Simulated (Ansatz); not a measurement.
Here is the system:

```xyz
2
Lattice="0.0000 2.4823 2.4823 2.4823 0.0000 2.4823 2.4823 2.4823 0.0000" Properties=species:S:1:pos:R:3 pbc="T T T"
O      0.0000     0.0000     0.0000
Ca     2.4823     2.4823     2.4823
```

No spin polarisation.

Computed with Ansatz (a quantum-chemistry and plane-wave program) PBE, spin-orbit coupling left out, earlier PAW set. Settings: 12×12×12 k-points, 0.05 eV Fermi–Dirac smearing.

**Question.** Estimate the electron mass.

**Answer.** 1.5 mₑ along k, 0.47 mₑ across (at X).

**Question.** What is the computed hole mass (degenerate bands, along [100])?

**Answer.** 0.36, 2.9, 2.9 mₑ (at Γ).

**Question.** Predict the pressure.

**Answer.** -7.23 GPa.

**Question.** Estimate the band gap.

**Answer.** 3.66 eV.

The cells carry an imposed strain or load. Masses are band curvatures over ±0.01 Å⁻¹ around the edge. Along k means along the line from Γ to the band edge. Stability against distortions was not tested. The cell was made from CaO in the rock salt structure (space group Fm-3m, No. 225) by this change: isotropic strain +2.77 %.
